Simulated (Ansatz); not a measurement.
# A computed series for Ni2Si: pressure series

Base system: Ni₂Si (space group Pnma, No. 62; non-magnetic).

Ni₂Si is modelled in the orthorhombic space group Pnma (No. 62), Pearson symbol oP12. Conventional cell: a = 5.0199 Å, b = 3.7313 Å, c = 7.0766 Å, α = β = γ = 90.00°. Ni1 on 4c has 3 Si at 2.346–2.415 Å and 2 Si at 2.580 Å and 8 Ni at 2.575–2.716 Å. Ni2 on 4c is coordinated by 4 Si at 2.311–2.324 Å and 1 Si at 2.755 Å and 8 Ni at 2.575–2.716 Å. Si on 4c is coordinated by 7 Ni at 2.311–2.415 Å and 2 Ni at 2.580 Å and 1 Ni at 2.755 Å. (Neighbours: up to the widest gap in distance over summed covalent radii, below 1.35, at either atom; cation-cation and far metal-metal contacts left out.)

Cell and atoms are relaxed at each pressure.

All numbers come from Kohn–Sham DFT with the PBE functional, run in Ansatz (an electronic-structure program) with PAW and 420 eV plane waves, without spin-orbit coupling.

Notes on the quantities. enthalpy: H = E + PV relative to the base's energy.

```json
[
 {"case": "base", "density": "7.29 g/cm³", "enthalpy": "–", "shortest interatomic distance": "2.311 Å"},
 {"case": "pressure 1.8 GPa", "density": "?", "enthalpy": "+0.12 eV/atom", "shortest interatomic distance": "2.307 Å"},
 {"case": "pressure 4.2 GPa", "density": "?", "enthalpy": "+0.29 eV/atom", "shortest interatomic distance": "2.302 Å"},
 {"case": "pressure 9 GPa", "density": "7.61 g/cm³", "enthalpy": "+0.61 eV/atom", "shortest interatomic distance": "2.291 Å"},
 {"case": "pressure 18 GPa", "density": "7.89 g/cm³", "enthalpy": "+1.19 eV/atom", "shortest interatomic distance": "2.270 Å"}
]
```

**Question.** Some entries are withheld; estimate them.

**Answer.** 
- pressure 1.8 GPa, density: 7.36 g/cm³
- pressure 4.2 GPa, density: 7.45 g/cm³

Load acts through the strain it causes; cell and atoms are relaxed under it. Whether these cells are dynamically stable was not tested. Competing high-pressure phases were not computed. Seeded moments were not kept for the base. The final runs are not spin-polarised.
